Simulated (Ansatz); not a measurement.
Structures of equal composition on the (111) surface of fcc Al: a pseudomorphic layer of Mo in the host's stacking; a pseudomorphic layer of Mo in the other hollow. The slabs share one bottom face, and each structure is named by its start. These are constructed structures in small cells; real faces may alloy, dewet or reconstruct in larger ones, and not all known structures of the face are among them. Slabs of about 12 Å, Fermi-Dirac smearing of 0.1 eV. Bottom of the slabs: a bare face, its two planes held. Relaxed from the named starts with such symmetry as they have, on meshes of like density; energies extrapolated to zero smearing; spin only where a row says so; no spin-orbit coupling, no U. Brackets mark spin-polarised runs, whose order is one that fits the cell.

The numbers are results of PBE (plane waves to 420 eV, PAW; Ansatz, a program for electronic structure), not measurements.

### Question
Rank these by energy per 1x1 cell (lowest first), as PBE gives it.

### Answer
a pseudomorphic layer of Mo in the host's stacking (0.000 eV), a pseudomorphic layer of Mo in the other hollow (0.078 eV)
